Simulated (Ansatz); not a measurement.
Consider Ge in the diamond structure (space group Fd-3m, No. 227).

```
Ge
1.0
    0.00000     2.83808     2.83808
    2.83808     0.00000     2.83808
    2.83808     2.83808     0.00000
Ge
2
Direct
  0.00000   0.00000   0.00000
  0.25000   0.25000   0.25000
```

Cartesian axes are those of the cell as printed.

Calculations: plane-wave PAW DFT at the PBEsol level (Ansatz, a program for electronic structure, 420 eV), no spin-orbit coupling.

Before the change:

The shortest interatomic distance is 2.458 Å. The pressure is 0.0 GPa and the band gap is zero.

Now apply this change: tensor shear ε_xy = +0.86 % (engineering shear γ = 0.0172); the atoms relax in the strained cell.

Question: What happens to the shortest interatomic distance?

Answer: The shortest interatomic distance falls by 0.006 Å, from 2.458 Å to 2.452 Å.

Question: Predict the new pressure.

Answer: The pressure (mean of the normal stresses, compression positive) stays 0.0 GPa.

Question: Predict the new energy relative to the base.

Answer: The energy goes up by 1.2 meV/atom.

Question: What happens to the band gap?

Answer: The band gap remains zero.

No phonon test of stability was made. The zero or small gap of Ge can change with the level of theory.
